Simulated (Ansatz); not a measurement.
Results of LDA in Ansatz (PAW) for cubic perovskite KZnF3.

Run with plane-wave cutoff 520 eV, 6×6×6 k mesh, perturbation theory, scalar-relativistic PAW data made under PBE.

Computed at the level's own relaxed cell.

```xyz
5
Lattice="3.9731 0.0000 0.0000 0.0000 3.9731 0.0000 0.0000 0.0000 3.9731" Properties=species:S:1:pos:R:3 pbc="T T T"
K      0.0000     0.0000     0.0000
Zn     1.9865     1.9865     1.9865
F      1.9865     0.0000     1.9865
F      0.0000     1.9865     1.9865
F      1.9865     1.9865     0.0000
```

Harmonic phonon frequencies (cm⁻¹; i marks an imaginary mode; at Γ without the LO shift):

```tsv
q point	frequencies
Γ	0 0 0 128 128 128 144 144 144 180 180 180 459 459 459
X	89 89 108 108 156 158 165 165 171 171 196 300 456 456 476
M	30 107 121 121 124 167 167 172 172 255 269 269 314 453 525
R	16 16 16 130 130 130 236 236 236 250 250 250 313 313 558
```

No imaginary mode appears at these points.

Ansatz is a quantum-chemistry and plane-wave program.
